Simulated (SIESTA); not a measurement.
Worked example: self-consistent single point of MgSn5 (R32, 6 atoms in the cell) in SIESTA.

Computed with GGA PBEsol, numerical atomic orbitals DZP, PseudoDojo PBEsol standard norm-conserving potentials (rewritten from UPF to PSML) (SIESTA).

The change in words: lattice scaled by 0.98. Reference geometry:
```
MgSn5
1.0
    2.84265     1.64120     5.56202
   -2.84265     1.64120     5.56202
    0.00000    -3.28241     5.56202
Mg Sn
1 5
Direct
  0.50000   0.50000   0.50000
  0.66053   0.33947   0.00000
  0.00000   0.66053   0.33947
  0.33947   0.00000   0.66053
  0.16639   0.16639   0.16639
  0.83361   0.83361   0.83361
```

Reference input (self-consistent single point, DFT, GGA PBEsol, numerical atomic orbitals DZP, PseudoDojo PBEsol standard norm-conserving potentials (rewritten from UPF to PSML)): XC.functional = GGA; XC.authors = PBEsol; potentials = PseudoDojo PBEsol standard; PAO.BasisSize = DZP; PAO.EnergyShift = 0.01 Ry; MeshCutoff = 300 Ry; kgrid.MonkhorstPack = 4 4 4; OccupationFunction = FD; ElectronicTemperature = 1160.45 K; MaxSCFIterations = 150; SCF.Mixer.Method = Broyden; SCF.Mixer.Weight = 0.25. This run's input differs from it in these lines:

```diff
@@ -12,5 +12,5 @@
 %block LatticeVectors
-     2.842647000    1.641203000    5.562021000
-    -2.842647000    1.641203000    5.562021000
-     0.000000000   -3.282407000    5.562021000
+     2.785794000    1.608379000    5.450781000
+    -2.785794000    1.608379000    5.450781000
+     0.000000000   -3.216759000    5.450781000
 %endblock LatticeVectors
@@ -18,8 +18,8 @@
 %block AtomicCoordinatesAndAtomicSpecies
-     0.000000000   -0.000000945   15.766044584  1
-     1.724699397    3.101424185   10.510696389  2
-    -3.548261848   -0.057079252   10.510696389  2
-     1.823562451   -3.044346822   10.510696389  2
-     0.000000000   -0.000000314    5.246592785  2
-    -0.000000000   -0.000001575   26.285496384  2
+     0.000000000   -0.000000945   15.450724883  1
+     1.690205372    3.039395815   10.300483255  2
+    -3.477296536   -0.055937682   10.300483255  2
+     1.787091164   -2.983460022   10.300483255  2
+     0.000000000   -0.000000314    5.141661325  2
+     0.000000000   -0.000001575   25.759788441  2
 %endblock AtomicCoordinatesAndAtomicSpecies
```

The program printed (abridged):

```
        iscf     Eharris(eV)        E_KS(eV)     FreeEng(eV)     dDmax    Ef(eV) dHmax(eV)
   scf:    1   -12305.894216   -12310.415968   -12310.483414  1.434224 -3.080263  4.427539
   scf:    2   -12311.101661   -12310.769746   -12310.838188  0.043700 -3.128303  3.102456
   scf:    3   -12311.231324   -12311.030384   -12311.099981  0.078213 -3.224811  0.361031
   scf:    4   -12311.033111   -12311.032046   -12311.101461  0.004990 -3.232907  0.093889
   scf:    5   -12311.032498   -12311.032292   -12311.101626  0.001540 -3.233580  0.050458
   scf:    6   -12311.032481   -12311.032388   -12311.101650  0.000904 -3.234701  0.005953
   scf:    7   -12311.032436   -12311.032413   -12311.101652  0.000234 -3.234906  0.000770
   scf:    8   -12311.032417   -12311.032415   -12311.101653  0.000044 -3.235008  0.000328
SCF Convergence by DM+H criterion
max |DM_out - DM_in|         :     0.0000436781
max |H_out - H_in|      (eV) :     0.0003280498
SCF cycle converged after 8 iterations

Using DM_out to compute the final energy and forces

siesta: E_KS(eV) =           -12311.0324

siesta: E_KS - E_eggbox =    -12311.0324

siesta: Atomic forces (eV/Ang):
     1    0.000000   -0.000000    0.000000
     2    0.156406    0.000000    0.000000
     3   -0.078203    0.135451   -0.000000
     4   -0.078203   -0.135451    0.000000
     5    0.000000   -0.000000    0.017500
     6    0.000000    0.000000   -0.017500
   Tot    0.000001   -0.000000    0.000000
   Max    0.156406
   Res    0.064118    sqrt( Sum f_i^2 / 3N )
   Max    0.156406    constrained

   [... lines left out ...]
siesta: FreeEng =    -12311.101653
siesta: Cell volume =        146.537057 Ang**3
siesta:          41.42634079         40.59270880  kBar
   [... lines left out ...]
              2.008   2.009   2.004   2.009   2.008   0.100   0.099   0.129

              0.099   0.100

mulliken: Qtot =       80.000

Mulliken Atomic Populations:
Atom #   charge [q] valence [e]  Species
     1     0.616087    9.383913  Mg
     2    -0.053745   14.053745  Sn
     3    -0.053745   14.053745  Sn
     4    -0.053745   14.053745  Sn
     5    -0.227426   14.227426  Sn
     6    -0.227426   14.227426  Sn
 Total     0.000000
```

The run converged in 8 iterations. Against the reference run the free energy goes up by 18.6 meV/atom, the pressure goes from -0.05 to 4.14 GPa and the largest force goes from 0.149 to 0.156 eV/Å.

The starting cell comes from a database of computed structures (which also holds hypothetical and non-ambient phases and stackings), without a prior relaxation at this level. Its lattice was rescaled by a random factor within 2.5 % of one. For this run, on top of that: lattice scaled by 0.98. Values carry the incompleteness of an atom-centred basis. With a pressure of about 4 GPa the cell is away from its equilibrium volume at this level.
